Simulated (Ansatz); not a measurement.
## A self-consistent single point of Zr2Al3Zn (R3m, 6 atoms in the cell) with Ansatz

Method: LDA (PW92), default PAW files made with PBE (plane waves; Ansatz, an electronic-structure program).

This input was run:

Ansatz 0.2 input:
```yaml
# Zr2Al3Zn
crystal:
  lattice:
    - [2.639959, 1.524181, 4.226220]
    - [-2.639959, 1.524181, 4.226220]
    - [0.000000, -3.048362, 4.226220]
  atoms:
    - { symbol: Zr, position: [0.628457, 0.628457, 0.628457] }
    - { symbol: Zr, position: [0.375487, 0.375487, 0.375487] }
    - { symbol: Al, position: [0.000000, 0.500000, 0.000000] }
    - { symbol: Al, position: [0.000000, 0.000000, 0.500000] }
    - { symbol: Al, position: [0.500000, 0.000000, 0.000000] }
    - { symbol: Zn, position: [0.000000, 0.000000, 0.000000] }
basis:
  ecutwfc: 420.0
kpoints:
  mp_grid: { grid: [6, 6, 6] }
hamiltonian:
  xc: lda
  pseudopotentials: { kind: paw }
scf:
  occupations: { method: gaussian, width: 0.1 }
output:
  forces: true
  eigenvalues: true
  stress: true
```

Output, abridged:

```
WARN ansatz: RAYON_NUM_THREADS=1 ignored (pool sized by the plan → 1); use --threads N
Pseudopotentials: kind: paw
Pseudopotential: Zr, paw, valence charge 12
Pseudopotential: Al, paw, valence charge 3
Pseudopotential: Zn, paw, valence charge 12
Crystal: 6 atoms, lattice volume = 102.032 Å³
Basis set: ecut = 420 eV, 2013 PW (Γ)
Bands: 29, of which v1, the nominal top of the filled ones, is band 23 counted from 1 (22 counted from 0)
Symmetry: 6 space group operations
Space group: R3m (ITA 160), of the structure as read, at distance tolerance 4.7e-5 Å
k-points: 32 of 216 (time reversal used)
PAW frozen core: Zr, regenerated for the run's functional, and the local potential with it
PAW frozen core: Al, regenerated for the run's functional, and the local potential with it
PAW frozen core: Zn, regenerated for the run's functional, and the local potential with it
Initial density: superposition of atomic densities (neutral atoms: chi_scale 0, normalization atom), corrected by the library's trained network
Initial wavefunctions: pseudopotential atomic-orbital guess
Eigensolver: davidson
Functional: x = slater, c = lda
SCF iter   1: F=—  HF=-12943.029223 eV  |F-HF|=—  |Δ(HF+E_count)|=         —  Δρ=4.72e-3  dr2=2.30e-2  ethr=1.77e-3  ⟨swp⟩=6.7  Hψ=4582  notcnv=0
all-band conjugate gradients solve this SCF's bands
preconditioner: auto → Kerker (q_TF=auto, 2.380 Å⁻¹)
SCF iter   2: F=—  HF=-12943.025010 eV  |F-HF|=—  |Δ(HF+E_count)|=   4.21e-3  Δρ=2.84e-3  dr2=1.00e-2  ethr=5.10e-5  ⟨swp⟩=1.0  Hψ=1185  notcnv=0
SCF iter   3: F=—  HF=-12943.022553 eV  |F-HF|=—  |Δ(HF+E_count)|=   2.46e-3  Δρ=1.01e-3  dr2=8.21e-4  ethr=2.23e-5  ⟨swp⟩=2.0  Hψ=1334  notcnv=0
SCF iter   4: F=—  HF=-12943.022167 eV  |F-HF|=—  |Δ(HF+E_count)|=   3.87e-4  Δρ=4.21e-4  dr2=2.14e-4  ethr=1.83e-6  ⟨swp⟩=2.1  Hψ=1171  notcnv=0
SCF iter   5: F=—  HF=-12943.022131 eV  |F-HF|=—  |Δ(HF+E_count)|=   3.56e-5  Δρ=1.10e-4  dr2=1.49e-5  ethr=4.76e-7  ⟨swp⟩=2.0  Hψ=1315  notcnv=0
SCF iter   6: F=—  HF=-12943.022128 eV  |F-HF|=—  |Δ(HF+E_count)|=   3.01e-6  Δρ=3.31e-5  dr2=1.20e-6  ethr=3.31e-8  ⟨swp⟩=2.2  Hψ=1289  notcnv=0
SCF iter   7: F=—  HF=-12943.022128 eV  |F-HF|=—  |Δ(HF+E_count)|=   4.08e-7  Δρ=7.31e-6  dr2=1.19e-7  ethr=2.67e-9  ⟨swp⟩=2.7  Hψ=1554  notcnv=0
SCF iter   8: F=-12943.022128 eV  HF=-12943.022128 eV  |F-HF|=3.74e-9  |Δ(HF+E_count)|=   3.10e-8  Δρ=1.49e-6  dr2=4.67e-9  ethr=2.22e-10  ⟨swp⟩=8.0  Hψ=3562  notcnv=0
SCF 1 converged in 8 iterations: F = -12943.022128 eV  dr2 = 4.67e-9
SCF converged after 8 iterations
Free energy (F): -12943.022128 eV
Harris-Foulkes:  -12943.022128 eV  (|F-HF|=3.74e-9)
Internal energy: -12943.000521 eV  (E = F + TS)
E sigma→0 (E₀):  -12943.011324 eV
Entropy (-TS):   -0.021607 eV (-3.601 meV/atom)
Fermi energy:    11.448831 eV
--- Per-component energies (eV) ---
  E_band       = -131.637698
  E_kinetic    = 872.159844
  E_local      = -3346.182959  (includes V_loc(G=0)·N_el)
  E_nonlocal   = 811.524298
  E_hartree    = 1312.997231
  E_xc         = -578.719501
  E_vxc        = -527.955120  (∫ρ·V_xc dr)
  E_paw        = -8778.940330  (= ΣΔE_a)
  E_vpaw       = -567.177558  (= ΣTr[D̂ρ^β])
  E_aug_tail   = -0.000337  (compensation charges beyond the density's cutoff)
  E_ewald      = -3238.303859
  E_core_change = 2.465093  (= ΣΔE_core)
  E_smearing   = -0.021607  (= −TS)
  E_closure    = -0.000000  (closes the sum)
  Σ components = -12943.022128   (vs F -12943.022128, Δ=0.00e0)
--- Forces (eV/Å), atoms counted from 1 ---
  atom   1  Zr     0.00000000     0.00000000    -0.42548113
  atom   2  Zr     0.00000000    -0.00000000     0.17268031
  atom   3  Al     0.00880020    -0.00508080     0.07625942
  atom   4  Al     0.00000000     0.01016159     0.07625942
  atom   5  Al    -0.00880020    -0.00508080     0.07625942
  atom   6  Zn     0.00000000     0.00000000     0.02402390
  max |Σ_I F_I| component: 1.34e-6 eV/Å
--- Stress (GPa, compression-positive) ---
       -3.336895      -0.000000       0.000000
       -0.000000      -3.336895      -0.000000
        0.000000      -0.000000      -3.440152
  P = ⅓ Tr σ = -3.3713 GPa (-33.713 kbar)
  The stress holds the Pulay correction. Without it, at fixed plane waves, as pw.x and ABINIT print it: P = -3.4125 GPa
--- Band table (eV; the first three rows and the last of 32) ---
  k-point 0: bands = ["-36.9533", "-36.8601", "-15.1534", "-15.1534", "-15.1470", "-14.8961", "-14.8921", "-14.8921", "1.6742", "3.8576", "3.8576", "3.9639", "4.1301", "4.1301", "7.7988", "8.8028", "8.8028", "8.9956", "9.0537", "9.1316", "9.1316", [...]
  k-point 1: bands = ["-36.9487", "-36.8647", "-15.1616", "-15.1569", "-15.1520", "-14.8955", "-14.8869", "-14.8838", "1.8936", "3.8502", "3.8575", "3.9782", "4.1189", "4.1258", "6.8383", "8.2807", "8.3595", "8.4357", "9.1316", "9.3666", "9.8856", [...]
  k-point 2: bands = ["-36.9376", "-36.8759", "-15.1766", "-15.1722", "-15.1537", "-14.8993", "-14.8713", "-14.8685", "2.4695", "3.8354", "3.8702", "4.0271", "4.0957", "4.1176", "5.4101", "7.8703", "7.9549", "8.1935", "9.4302", "9.7249", "10.6009", [...]
  k-point 31: bands = ["-36.9296", "-36.8838", "-15.1857", "-15.1857", "-15.1641", "-14.8905", "-14.8602", "-14.8602", "3.2339", "3.7756", "3.9196", "3.9196", "4.1236", "4.1236", "4.6716", "7.6262", "7.6262", "8.1198", "9.7420", "9.7420", "10.5424", [...]
```

The run converged in 8 iterations.

The starting cell comes from a database of computed structures (which also holds hypothetical and non-ambient phases and stackings), without a prior relaxation at this level. Its lattice was rescaled by up to half a per cent. One atom was moved a little off its site on purpose. With a pressure of about -3 GPa the cell is away from its equilibrium volume at this level. Ansatz's pressure includes its estimate of the finite-basis (Pulay) stress.
